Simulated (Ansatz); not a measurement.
## InP (F-43m): band-edge transport data

Input:

```yaml
crystal:
  lattice:
    - [0.00000, 2.95332, 2.95332]
    - [2.95332, 0.00000, 2.95332]
    - [2.95332, 2.95332, 0.00000]
  atoms:
    - { symbol: In, position: [0.00000, 0.00000, 0.00000] }
    - { symbol: P, position: [0.25000, 0.25000, 0.25000] }
```

Calculation: r2SCAN with spin-orbit coupling, rigid bands (plane waves, PAW; Ansatz, an electronic-structure program). How the cell was made: cell and atoms relaxed with r2SCAN.

| Property | Value |
|---|---|
| band gap | 1.00 eV |
| electron conductivity mass (300 K, dilute) | 0.084 mₑ |
| hole conductivity mass (300 K, dilute) | 0.57 mₑ |
| effective density of states N_c (300 K) | 5.8e17 cm⁻³ |
| effective density of states N_v (300 K) | 2.5e19 cm⁻³ |
| density-of-states mass, electrons | 0.081 mₑ |
| density-of-states mass, holes | 0.99 mₑ |
| Seebeck coefficient, n-type 1e19 cm⁻³, 300 K | -56 μV/K |
| Seebeck coefficient, p-type 1e19 cm⁻³, 300 K | 322 μV/K |
| best p-type power factor at 300 K for τ = 10 fs (best axis; densities from 1e16 to 1e21 cm⁻³ tried, whether or not they can be reached) | 13.7 μW/(cm·K²) at 3e20 cm⁻³ |

Rigid bands; masses and Seebeck coefficients take one relaxation time τ for all states and one kind of carrier; polarons and phonon drag are left out.
